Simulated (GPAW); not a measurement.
Checking a run of GPAW on Ba3Zn2As4 (C2/m, 9 atoms in the cell). The aim is a self-consistent single point with DFT PBEsol, plane waves, GPAW PAW datasets PBEsol (made by gpaw-setup).

Cell that was meant: a = 8.8002 Å, b = 8.8002 Å, c = 7.2789 Å, α = 112.44°, β = 112.44°, γ = 29.61°.

Part of the input:

```python
from gpaw import GPAW, PW

atoms = Atoms(['Ba', 'Ba', 'Ba', 'Zn', 'Zn', 'As', 'As', 'As', 'As'],
              cell=[[4.502240, -1.190109, 0.000000],
                    [4.502240, 1.190109, 0.000000],
                    [-1.521111, 0.000000, 3.538763]],
              scaled_positions=[[0.855730, 0.855730, 0.416180],
                                [0.144270, 0.144270, 0.583820],
                                [0.000000, 0.000000, 0.000000],
                                [0.671100, 0.671100, 0.961220],
                                [0.328900, 0.328900, 0.038780],
                                [0.794130, 0.794130, 0.838960],
                                [0.205870, 0.205870, 0.161040],
                                [0.511990, 0.511990, 0.679930],
                                [0.488010, 0.488010, 0.320070]],
              pbc=True)

calc = GPAW(mode=PW(800),
[...]
            occupations={'name': 'methfessel-paxton', 'width': 0.272, 'order': 1},
            nbands=-17,
            symmetry={'symmorphic': False, 'tolerance': 0.0005},
            maxiter=60)

atoms.calc = calc
```

Output (repeated stretches shortened):

```
Input parameters:
  kpts: {gamma: True,
         size: (4, 4, 3)}
  maxiter: 60
  mode: {ecut: 800.0,
         name: pw}
  nbands: -17
   [... lines left out ...]
   8 As     3.907414    0.000000    1.132652    ( 0.0000,  0.0000,  0.0000)

Unit cell:
           periodic     x           y           z      points  spacing
  1. axis:    yes    4.502240   -1.190109    0.000000    32     0.0715
  2. axis:    yes    4.502240    1.190109    0.000000    32     0.0715
  3. axis:    yes   -1.521111    0.000000    3.538763    27     0.1311

  Lengths:   4.656879   4.656879   3.851834
  Angles:  112.444740 112.444740  29.613463

Effective grid spacing dv^(1/3) = 0.1111
     iter     time        total  log10-change:
                         energy   eigst   dens
iter:   1 --:--:--   593.160983
iter:   2 --:--:--   599.020933   -0.11  -0.99
iter:   3 --:--:--   627.121050   -0.99  -1.05
iter:   4 --:--:--   635.906999   -1.85  -1.29
iter:   5 --:--:--   650.321720   -1.23  -1.35
   [... 8 lines left out ...]
iter:  14 --:--:--   654.579518   -3.60  -2.12
iter:  15 --:--:--   654.538472   -4.74  -2.16
iter:  16 --:--:--   654.806351   -2.86  -2.18
iter:  17 --:--:--   654.827182   -3.37  -2.46
iter:  18 --:--:--   654.831887c  -4.32  -2.59
iter:  19 --:--:--   654.833724c  -4.78  -2.70
iter:  20 --:--:--   654.835709c  -4.21  -2.81
iter:  21 --:--:--   654.836105c  -5.02  -3.32
iter:  22 --:--:--   654.836244c  -6.50  -3.43
iter:  23 --:--:--   654.836481c  -6.00  -3.49
iter:  24 --:--:--   654.836487c  -6.15  -3.57
iter:  25 --:--:--   654.836460c  -6.64  -3.84
iter:  26 --:--:--   654.836489c  -6.81  -3.90
iter:  27 --:--:--   654.836553c  -6.19  -3.99
iter:  28 --:--:--   654.836553c  -7.44c -4.34c
Converged after 28 iterations.

Dipole moment: (-0.000000, -0.000000, 0.000000) |e|*Ang

Energy contributions relative to reference atoms: (reference = -1007055.447618)

Kinetic:       +5617.080501
Potential:     -4383.391443
External:        +0.000000
XC:            -594.719641
Entropy (-ST):   +0.002918
Local:          +15.865191
SIC:             +0.000000
--------------------------
Free energy:   +654.837526
Extrapolated:  +654.836553

Showing only first 2 kpts
 Kpt  Band  Eigenvalues  Occupancy
  0    35     58.02231    2.00000
  0    36     59.41909    2.00000
  0    37     59.47900    2.00000
  0    38     59.88745    2.00001

  1    35     58.02392    2.00000
  1    36     58.06295    2.00000
  1    37     59.39650    2.00000
  1    38     61.29143   -0.04561

   [... lines left out ...]
Fermi level: 60.85468
No gap
   [... lines left out ...]
  5 As   71.93972    0.00000  -91.38513
  6 As  -71.93972    0.00000   91.38513
  7 As  -68.92890    0.00000   65.78937
  8 As   68.92890    0.00000  -65.78937

Stress tensor:
   -36.723245    -0.000000    -1.778706
    -0.000000   -37.104507    -0.000000
    -1.778706    -0.000000   -38.255379
Stress (GPa, Voigt): [-5883.7124 -5944.7974 -6129.1874    -0.      -284.9801    -0.    ]
```

**Question.** Is anything amiss in this input, and did it matter?

**Answer.** The run is not sound. The fault is this: cell numbers converted the wrong way (times 0.529). Bohr and ångström differ by a factor of 1.89; the cell that the program reads is then far too large or far too small. To fix it, give the lengths in the unit that the key or card expects. The run converged in 28 iterations without an error; against the sound input the free energy goes up by 76.9 eV/atom, the pressure goes from -1.83 to 5986 GPa and the largest force goes from 0.118 to 116.3 eV/Å.

An input that runs soundly differs in these lines (not the only fix; some lines may just follow from the change or write a value another way):
```diff
-              cell=[[4.502240, -1.190109, 0.000000],
-                    [4.502240, 1.190109, 0.000000],
-                    [-1.521111, 0.000000, 3.538763]],
-              scaled_positions=[[0.855730, 0.855730, 0.416180],
-                                [0.144270, 0.144270, 0.583820],
-                                [0.000000, 0.000000, 0.000000],
-                                [0.671100, 0.671100, 0.961220],
-                                [0.328900, 0.328900, 0.038780],
-                                [0.794130, 0.794130, 0.838960],
-                                [0.205870, 0.205870, 0.161040],
-                                [0.511990, 0.511990, 0.679930],
-                                [0.488010, 0.488010, 0.320070]],
+              cell=[[8.508000, -2.248980, 0.000000],
+                    [8.508000, 2.248980, 0.000000],
+                    [-2.874484, 0.000000, 6.687292]],
+              positions=[[13.364799, 0.000000, 2.783117],
+                         [0.776717, 0.000000, 3.904175],
+                         [0.000000, 0.000000, 0.000000],
+                         [8.656426, 0.000000, 6.427959],
+                         [5.485090, 0.000000, 0.259333],
+                         [11.101339, -0.000000, 5.610370],
+                         [3.040177, -0.000000, 1.076922],
+                         [6.757574, 0.000000, 4.546890],
+                         [7.383942, 0.000000, 2.140402]],
-            maxiter=60)
+            maxiter=120)
```

With that input, the run converged in 18 iterations: free energy E − TS (from the program's reference atoms) -37.6807 eV; Fermi level (on the code's own zero) 6.38 eV; pressure -1.83 GPa; largest force (vector length) 0.118 eV/Å (DFT PBEsol, plane waves, GPAW PAW datasets PBEsol (made by gpaw-setup)).

On the sound input: the starting cell comes from a database of computed structures (which also holds hypothetical and non-ambient phases and stackings), without a prior relaxation at this level. The run gives no clean gap (levels at the Fermi energy touch, overlap or are partly filled at this smearing), which alone does not show that the compound is a metal. Without a gap this mesh is coarse (it stands for a supercell whose shortest vector is 18 Å).
